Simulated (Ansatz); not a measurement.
The cell is made up: elements placed on another compound's structure type, so the phase may be hypothetical.

By PBEsol, the system below comes out a metal.

Without scattering a metal conducts by its projected Fermi surface.

```xyz
12
Lattice="5.9234 0.0000 0.0000 0.0000 6.0149 0.0000 0.0000 0.0000 5.9050" Properties=species:S:1:pos:R:3 pbc="T T T"
Ta     4.4773     5.6195     1.6442
Ta     1.5156     0.3954     4.2607
Ta     1.5156     3.4029     1.6442
Ta     4.4773     2.6120     4.2607
S      3.7065     3.6873     0.4625
S      0.7448     2.3276     5.4425
S      0.7448     5.3351     0.4625
S      3.7065     0.6798     5.4425
S      2.9936     1.4347     2.5396
S      0.0319     4.5802     3.3654
S      0.0319     1.5728     2.5396
S      2.9936     4.4421     3.3654
```

Space group of this cell: Pca2_1. The cell was relaxed by PBE-D3(BJ); by PBEsol its mean pressure is -1.0 GPa.

The current flows along the normal of the first two printed cell vectors. No spin-orbit coupling; the value is a mean over 0.1 eV about the Fermi level.

State the ballistic conductance per area according to PBEsol in Ansatz (an electronic-structure program).

0.54 × 10¹⁵ S/m² for both spins.
